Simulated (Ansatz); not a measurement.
By PBEsol, the system below comes out a metal.

Without scattering a metal conducts by its projected Fermi surface.

```
Rh
1.0
    2.69123     0.00000     0.00000
    0.00000     2.69123     0.00000
    1.34561    -1.34561     1.90298
Rh
1
Direct
  0.00000   0.00000   0.00000
```

The cell is taken as given; by PBEsol it stands under a pressure of -5.7 GPa.

The current flows along the normal of the first two printed cell vectors, the (001) plane of the conventional cell. No spin-orbit coupling; the value is a mean over 0.1 eV about the Fermi level.

### Question
Estimate the ballistic conductance per area that PBEsol (Ansatz, a program for electronic structure) returns for this system.

### Answer
2.4 × 10¹⁵ S/m² for both spins.
